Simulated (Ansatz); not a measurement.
Consider interstitial H in ferroelectric LiNbO3, charge state +1. All values below come from PBE, PAW (plane waves to 420 eV; Ansatz, a first-principles code).

Cell of 120 host sites held at the relaxed PBE lattice; the Γ point alone; Fermi-Dirac width 0.01 eV, spin-restricted; finite-size errors left in. Static, classical nuclei. The charge state is imposed; whether it is stable for some Fermi level was not computed. Sites that were not tried may lie lower.

Barriers: single points on a 2×2×2 k-point mesh shifted by half a step along c at the bands' geometries.

A. several atoms move together, H the farthest; the atom moves 2.19 Å along (-0.07, 0.38, 0.00) of the unit cell; the moving atom starts with neighbours Li at 1.99; O at 1.00, O at 1.72 Å and ends with Li at 1.99; O at 1.00, O at 1.72 Å; the start lies 0.12 eV above the lowest site run; saddle order inconclusive.
B. H moves alone to another site; the atom moves 2.35 Å along (-0.49, -0.41, 0.00) of the unit cell; the moving atom starts with neighbours Li at 2.07; O at 0.99, O at 1.81 Å and ends with Li at 2.07; O at 0.99, O at 1.81 Å; saddle order inconclusive.
C. H moves alone to another site; the atom moves 2.17 Å along (0.20, -0.07, -0.13) of the unit cell; the moving atom starts with neighbours Li at 2.07; O at 0.99, O at 1.81 Å and ends with Li at 1.99; O at 1.00, O at 1.72 Å; saddle order inconclusive.

Q: Put the candidates in order of forward barrier, lowest first, for PBE, PAW.

A: C (0.47 eV), A (0.93 eV), B (1.08 eV)
